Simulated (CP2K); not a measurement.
A working CP2K input for TiO2 (P1, 6 atoms in the cell) (DFT LDA (Pade form), GPW, DZVP-MOLOPT-SR-GTH basis, GTH-PADE potentials (GTH_POTENTIALS)):

```
&GLOBAL
  PROJECT scf
  RUN_TYPE ENERGY_FORCE
  PRINT_LEVEL LOW
&END GLOBAL
&FORCE_EVAL
  METHOD Quickstep
  STRESS_TENSOR ANALYTICAL
  &DFT
    BASIS_SET_FILE_NAME BASIS_MOLOPT
    POTENTIAL_FILE_NAME GTH_POTENTIALS
    &QS
      METHOD GPW
      EPS_DEFAULT 1E-11
    &END QS
    &MGRID
      CUTOFF 600
      REL_CUTOFF 60
      NGRIDS 5
    &END MGRID
    &SCF
      SCF_GUESS ATOMIC
      EPS_SCF 1E-6
      MAX_SCF 100
      ADDED_MOS 9
      &DIAGONALIZATION
        ALGORITHM STANDARD
      &END DIAGONALIZATION
      &MIXING
        METHOD BROYDEN_MIXING
        ALPHA 0.3
        NBUFFER 8
        BETA 1.5
      &END MIXING
      &SMEAR ON
        METHOD GAUSSIAN
        SIGMA [eV] 0.01
      &END SMEAR
    &END SCF
    &KPOINTS
      SCHEME MONKHORST-PACK 5 5 6
      GAMMA_CENTERED T
    &END KPOINTS
    &XC
      &XC_FUNCTIONAL PADE
      &END XC_FUNCTIONAL
    &END XC
    &PRINT
      &MO
        EIGENVALUES T
        OCCUPATION_NUMBERS T
        NDIGITS 8
        FILENAME mo
        &EACH
          QS_SCF 0
        &END EACH
        ADD_LAST NUMERIC
      &END MO
      &MULLIKEN OFF
      &END MULLIKEN
    &END PRINT
  &END DFT
  &SUBSYS
    &CELL
      A 5.50145000 0.00000000 0.00000000
      B 2.90075300 4.67456800 0.00000000
      C -4.20110200 -2.33728400 2.67466000
      PERIODIC XYZ
    &END CELL
    &COORD
      SCALED
      Ti       0.00510300     0.00081100     0.00098500
      Ti       0.74342600     0.24777300     0.49122200
      O        0.95258500     0.44999900     0.49387800
      O        0.20872100     0.19852900    -0.00080400
      O        0.78843900     0.80204700     0.00643900
      O        0.55172500     0.05084200     0.50828100
    &END COORD
    &KIND Ti
      BASIS_SET DZVP-MOLOPT-SR-GTH
      POTENTIAL GTH-PADE-q12
    &END KIND
    &KIND O
      BASIS_SET DZVP-MOLOPT-SR-GTH
      POTENTIAL GTH-PADE-q6
    &END KIND
  &END SUBSYS
  &PRINT
    &FORCES ON
    &END FORCES
    &STRESS_TENSOR ON
    &END STRESS_TENSOR
  &END PRINT
&END FORCE_EVAL
```

The run converged in 20 iterations: free energy E − TS -4921.3427 eV; top of the valence band (on the code's own zero) 5.00 eV; gap on the k-point mesh 2.07 eV; pressure -6.55 GPa; largest force (vector length) 0.759 eV/Å. Each of these slips is then made, one at a time:

(1)
```diff
+    &POISSON
+      PERIODIC NONE
+      POISSON_SOLVER MT
+    &END POISSON
```

(2)
```diff
-      CUTOFF 600
+      CUTOF 600
```

Question: How does each altered input end?

Answer: 
(1) A Poisson solver that does not fit the cell's periodicity. The run converged in 30 iterations without an error; against the sound input the free energy goes up by 174 eV/atom, the pressure goes from -6.55 to -2248 GPa, the largest force goes from 0.759 to 109.8 eV/Å and the gap on the mesh goes from 2.073 to 2.038 eV. The full log also holds: “WARNING in pw_env_methods.F:755 :: The selected periodicities in the  sections &CELL and &POISSON do not match”.

(2) A keyword that the program does not know. The program stopped before any SCF iteration, with the message: found an unknown keyword CUTOF in section MGRID input/input_parsing.F:253.

The starting cell comes from a database of computed structures (which also holds hypothetical and non-ambient phases and stackings), without a prior relaxation at this level. Its atoms were displaced at random from the sites of space group no. 141. Values carry the incompleteness of an atom-centred basis. In the base run, with a pressure of about -7 GPa the cell is away from its equilibrium volume at this level.

Left out of this page: 3 runs of the series outside the window shown, repeating another row's setting, or not comparable.
